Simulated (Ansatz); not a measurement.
Levels about the gap of amorphous Hf$_{18}$O$_{39}$La$_{2}$ (59 atoms in a cell of 781 Å³, 8.75 g/cm³; zone centre alone, so wide bands show as single levels with stretches between that a denser mesh fills), at the geometry that PBE relaxed, where it gives 2.3 GPa on a denser mesh. Exact exchange is cut at the faces of this small cell, which leaves a finite-size error. The participation number counts the atoms over which a state spreads; weights are charges in smoothed Voronoi cells. The levels come from a single point, so bond lengths are those of that geometry. Method of the levels: HSE06, scalar-relativistic without spin-orbit coupling (Ansatz, a program for electronic structure). Sampling: the zone centre alone; Fermi-Dirac width 0.02 eV; no spin polarisation. At PBE the levels at the filled edge of the gap are localised (band-tail or defect states).

It comes from a melt-quench run on a machine-learned potential (CHGNet), relaxed afterwards by DFT. O atoms were pushed apart under 1.9 Å during the dynamics, to hinder bonds among them. The hot cell started wider than the set density and was brought back towards it in steps. It is the lowest in DFT energy of 2 quenches. It is a model cell: composition and starting density were chosen by hand, and all elements were melted together. No dispersion term was used. Its density started from a set value of 8.75 and ended at 8.75 g/cm³. The quench (nominally 300 K/ps over its main leg) was far faster than any real one, so the model tends to hold more defects than a real film. Values belong to this one cell and scatter from quench to quench. The volume was held where the preparation left it and the shape relaxed, at a PBE pressure of 2.3 GPa. Stress components on the final sampling reach 2.3 GPa.

| E - E(highest filled), eV | filling | participation number | largest on | weight O | weight Hf | weight La |
|---|---|---|---|---|---|---|
| -0.38 | filled | 17.1 | O, 2 neighbours | 0.94 | 0.06 | 0.01 |
| -0.35 | filled | 21.5 | O, 3 neighbours | 0.94 | 0.05 | 0.01 |
| -0.31 | filled | 15.7 | O, 3 neighbours | 0.94 | 0.05 | 0.01 |
| -0.27 | filled | 21.3 | O, 3 neighbours | 0.95 | 0.04 | 0.01 |
| -0.18 | filled | 19.6 | O, 3 neighbours | 0.95 | 0.05 | 0.00 |
| -0.12 | filled | 11.0 | O, 2 neighbours | 0.94 | 0.05 | 0.00 |
| 0.00 | filled | 8.7 | O, 2 neighbours | 0.95 | 0.04 | 0.00 |
| 5.56 | empty | 16.0 | Hf, 6 neighbours | 0.41 | 0.57 | 0.02 |
| 5.91 | empty | 26.9 | Hf, 7 neighbours | 0.42 | 0.54 | 0.04 |
| 5.93 | empty | 39.9 | Hf, 6 neighbours | 0.52 | 0.42 | 0.06 |
| 6.05 | empty | 29.6 | Hf, 5 neighbours | 0.40 | 0.54 | 0.06 |
| 6.19 | empty | 21.6 | Hf, 6 neighbours | 0.38 | 0.48 | 0.14 |
| 6.23 | empty | 26.3 | Hf, 7 neighbours | 0.38 | 0.55 | 0.07 |
| 6.28 | empty | 29.7 | La, 6 neighbours | 0.39 | 0.47 | 0.13 |

Most localised among these is the filled level at +0.00 eV, on a O atom, which has 2 neighbours (Hf 1.91 Å, Hf 2.00 Å).
